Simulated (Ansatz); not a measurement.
Consider MoSi2 (space group I4/mmm, No. 139; a = 3.190 Å, c = 7.823 Å; relaxed with 0.1 eV smearing). Axes: x, y, z lie along a, b, c of the conventional cell.

The change: the cell is stretched by 0.90 % along y with no lateral relaxation; the atoms relax in the strained cell.

Levels (all Ansatz, a program for electronic structure, PAW, earlier PAW set): PBEsol (420 eV, scalar-relativistic without spin-orbit coupling); r2SCAN (500 eV, no spin-orbit coupling).

The geometry is relaxed with PBEsol.

| Property | Value |
|---|---|
| PBEsol pressure | -1.9 GPa |

With r2SCAN at the same geometry, the pressure increases by 1.42 GPa (-1.9 GPa → -0.4 GPa).

Single points use the geometry relaxed with PBEsol. Their cutoffs differ, which shifts pressures a little. No phonon test of stability was made. All final runs are without spin polarisation.
